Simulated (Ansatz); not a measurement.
Cells marked so need not be the phases stable at ambient conditions, and some may be hypothetical.

 Where the default PAW files enter, the runs use the earlier of Ansatz's two default sets.

The gap is the functional's own, uncorrected, and κ follows it; spin-orbit coupling is left out. Mid-gap values are interpolated between the computed energies.

A. CsNbN2 (Fd-3m, not sure to be the ambient phase, 8 atoms a cell, 22.5 Å³ an atom, -3 GPa at this level), along the normal of (001)
B. Li₃As (P6_3/mmc, not sure to be the ambient phase, 8 atoms a cell, 15.8 Å³ an atom), along the normal of (001)
C. BaZnBO₃F (P-6, not sure to be the ambient phase, 7 atoms a cell, 14.2 Å³ an atom, -5 GPa at this level), along the normal of (100)

**Question.** Rank these by mid-gap decay constant of the slowest evanescent state (lowest first), as PBEsol run with Ansatz (a program for electronic structure) gives it.

**Answer.** B (0.12 1/Å), A (0.15 1/Å), C (0.35 1/Å)
